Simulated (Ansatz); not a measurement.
The reference is Ti in the hcp (Mg type) structure (space group P6_3/mmc, No. 194; a = 2.9016 Å, c = 4.5930 Å; relaxed with 0.1 eV smearing). Axes: x lies along a and z along c of the hexagonal cell.

Calculations: plane-wave PAW DFT at the PBEsol level (Ansatz, a first-principles code, 420 eV), no spin-orbit coupling.

Base values:

The pressure comes out as 0.0 GPa and the shortest interatomic distance is 2.843 Å. The band gap comes out as zero.

Modification: uniaxial strain ε_zz = +2.50 %, all other strain components held at zero, atoms relaxed at fixed cell.

### Question
What happens to the energy relative to the base, pressure, shortest interatomic distance and band gap?

### Answer
The energy increases by 6.2 meV/atom; the pressure (mean of the normal stresses, compression positive) goes from zero to -2.8 GPa; the shortest interatomic distance rises by 0.0466 Å, from 2.843 Å to 2.889 Å; the band gap remains zero.

No phonon test of stability was made. All final runs are without spin polarisation.
